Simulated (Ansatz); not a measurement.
**ZrO (model structure, P-62m, No. 189, 6 atoms in the cell): properties by level of theory**

| level (code) | equilibrium lattice constant a (Å) | lattice parameter c (Å) | bulk modulus B0 (GPa) | cohesive energy (eV/atom) |
|---|---|---|---|---|
| LDA (Ansatz) | 5.217 | [?] | [?] | [?] |
| PBE (Ansatz) | 5.312 | 3.198 | [?] | 7.30 |
| PBEsol (Ansatz) | 5.253 | 3.160 | [?] | 7.88 |
| r²SCAN (Ansatz) | [?] | 3.194 | [?] | 7.17 |

Q: Some entries are withheld; supply them.

A: 
- LDA (Ansatz, a program for electronic structure), lattice parameter c (Å): 3.132
- LDA (Ansatz), bulk modulus B0 (GPa): 229
- LDA (Ansatz), cohesive energy (eV/atom): 8.67
- PBE (Ansatz), bulk modulus B0 (GPa): 196
- PBEsol (Ansatz), bulk modulus B0 (GPa): 214
- r²SCAN (Ansatz), equilibrium lattice constant a (Å): 5.283
- r²SCAN (Ansatz), bulk modulus B0 (GPa): 210

Caveats: the bulk modulus is −V dP/dV from two relaxed cells at ±2 % in volume (LDA, PBE, PBEsol, r²SCAN). Ansatz's density-functional and Hartree–Fock values are scalar-relativistic unless marked +SOC, with PAW data made under PBE.

Free atoms are spin-polarised, in the lowest state found; at levels without +SOC their spin–orbit coupling is left out.

Static lattice: no zero-point or thermal effects.

A model structure was made by putting elements into a prototype or built by hand; it is no filed structure, need not be a known phase, and can be a saddle point held by its symmetry.
